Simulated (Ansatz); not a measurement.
WN₂ (P6₄22, No. 181, 9 atoms in the cell; start mp-2675163)

Method: LDA (Ansatz, a quantum-chemistry and plane-wave program, plane waves, PAW).

Run with plane-wave cutoff 520 eV, 6×6×6 k mesh, Fermi–Dirac smearing 0.01 eV, no spin polarisation, scalar-relativistic PAW data made under PBE.

Cell (relaxed at this level):

```xyz
9
Lattice="5.7808 0.0000 0.0000 -2.8904 5.0063 0.0000 0.0000 0.0000 6.3704" Properties=species:S:1:pos:R:3 pbc="T T T"
W     -1.4452     2.5031     4.2470
W      1.4452     2.5032     0.0000
W      2.8904     0.0000     2.1235
N     -1.0551     3.9469     3.1854
N     -0.0002     2.1191     5.3089
N      1.0553     3.9466     1.0620
N      3.9457     1.0597     3.1850
N      1.8352     1.0594     1.0615
N      2.8902     2.8872     5.3085
```

For WN₂ (P6₄22, No. 181, 9 atoms in the cell; start mp-2675163), the band gap is 0.88 eV (on the SCF k mesh) and the direct gap at Γ is 1.16 eV.

Note: the relaxation could not lower the start's symmetry, so the cell can be a saddle point above a distorted one.

Spin–orbit coupling is not included.

Computed values are for the static lattice.

It cost roughly 4 core-minutes of CPU time.

A start named mp-… is a Materials Project structure, which need not be a measured phase.
